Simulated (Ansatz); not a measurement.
The starting structures come from a database of crystals and need not be the phases stable at ambient conditions.

Inside the gap of an insulator the Bloch states are evanescent, with a wavenumber k + iκ along the transport direction.

```
GaP
1.0
    6.73080     0.00000     0.00000
    2.24360     6.43081     0.00000
    3.36540     0.00000     1.94301
Ga P
2 2
Direct
  0.56463   0.30611   0.00000
  0.43537   0.69389   0.00000
  0.94261   0.17216   0.00000
  0.05739   0.82784   0.00000
```

Space group of this cell: R-3m. The cell is taken as given; by r2SCAN its mean pressure is -2.3 GPa.

Transport runs along the normal of the first two printed cell vectors, the (110) plane of the conventional cell.

The gap is the functional's own. No spin-orbit coupling. Mid-gap values are interpolated on the energy grid.

### Question
Estimate the band gap and the smallest decay constant κ at mid-gap that Ansatz (a first-principles code) with r2SCAN returns for this system.

### Answer
Gap 1.07 eV on a 16×16×16 mesh; κ = 0.099 1/Å, at the zone centre.
